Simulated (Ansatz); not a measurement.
Armchair MoS2 ribbons, bare edges

Levels: PBE (plane waves to 420 eV, PAW; Ansatz, an electronic-structure program); PBE with spin-orbit coupling (Ansatz). Unmarked values and geometries are of the first. Each body is periodic along its axis alone, with about 11 Å of vacuum beside it. Idealised models, cut from the flat sheet. Each keeps the symmetry and period of its start, and lower forms weren't sought. Values not marked SOC lack spin–orbit coupling.

| body | width (Å) | edge energy against the flat MoS2 sheet (eV/Å) | PBE gap (eV) | PBE+SOC gap (eV) | stiffness (nN) |
|---|---|---|---|---|---|
| (1) N = 6 | 8.72 | +0.719 | 0.46 | 0.46 | 80 |
| (2) N = 7 | 10.21 | +0.720 | 0.45 | 0.45 | 100 |
| (3) N = 9 | 13.28 | +0.717 | 0.51 | 0.51 | – |
| (4) N = 10 | 14.82 | +0.716 | 0.52 | 0.52 | 160 |
| (5) N = 11 | 16.39 | … | … | … | … |
| (6) N = 12 | 17.95 | +0.716 | 0.55 | 0.54 | 200 |

Q: What belongs in the gaps?

A: 
- (5) N = 11, edge energy against the flat MoS2 sheet (eV/Å): +0.716
- (5) N = 11, PBE gap (eV): 0.57
- (5) N = 11, PBE+SOC gap (eV): 0.56
- (5) N = 11, stiffness (nN): 180
